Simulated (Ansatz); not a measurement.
O on the 1x1 (10-10) surface of wurtzite AlN (cut with top plane Al + N), one in a 2x1 cell, started at the site 'top N'

Host crystal: wurtzite AlN, with a band gap (PBE, scalar-relativistic without spin-orbit coupling).

Computed with r2SCAN, at the PBE geometry and the start's symmetry (plane waves to 500 eV, PAW; Ansatz, a program for electronic structure).

Model: 33-atom slab, 8.9 Å thick at the start under the adsorbate (thin: gaps and levels are the slab's own), 3x4x1 mesh, Fermi-Dirac 0.01 eV, dipole correction, single point; on the structure that PBE left under its start's symmetry; spin-polarised, no spin-orbit, no U, no dispersion correction. The starting moment vanished. The program's check for a lower electronic state was not made. It is one chosen start, not shown to be the lowest state of the adsorbate.

```yaml
energy of the end state, in which the adsorbate paired with a surface N atom, against ½ O2(g) at the same level: -0.97 eV
change_of_the_step_from_the_bottom_to_the_top_vacuum_level_against_the_clean_slab: 1.27 eV
height of the binding atom over the mean of the host atoms within 0.3 Å of the top one: 1.336 Å
magnetic_moment_of_the_cell: 0.00 μB
note: in the relaxation the adsorbate left its starting site by 0.8 Å
```

A negative adsorption energy means that the adsorbate is more stable on the surface than in its reference.
